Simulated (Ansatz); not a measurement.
The starting structures come from a database of crystals and need not be the phases stable at ambient conditions.

 Where the default PAW files enter, the runs use the earlier of Ansatz's two default sets.

The decay constant κ of evanescent states in the gap governs leakage through a thin film.

Consider the following.

```
Na2Te
1.0
    5.13781     0.00000     0.00000
    0.00000     7.26596     0.00000
    2.56890     3.63298     2.56890
Na Te
2 1
Direct
  0.50000   0.25000   0.00000
  0.50000   0.75000   0.00000
  0.00000   0.00000   0.00000
```

Space group of this cell: Fm-3m, anti-fluorite. The cell is taken as given.

Transport runs along the normal of the first two printed cell vectors, the (110) plane of the conventional cell.

No gap correction and no spin-orbit coupling; mid-gap values are interpolated between computed energies.

### Question
Estimate the band gap and the smallest decay constant κ at mid-gap that r2SCAN (Ansatz, an electronic-structure program) returns for this system.

### Answer
Gap 2.68 eV on a 12×12×12 mesh; κ = 0.206 1/Å, at the zone centre.
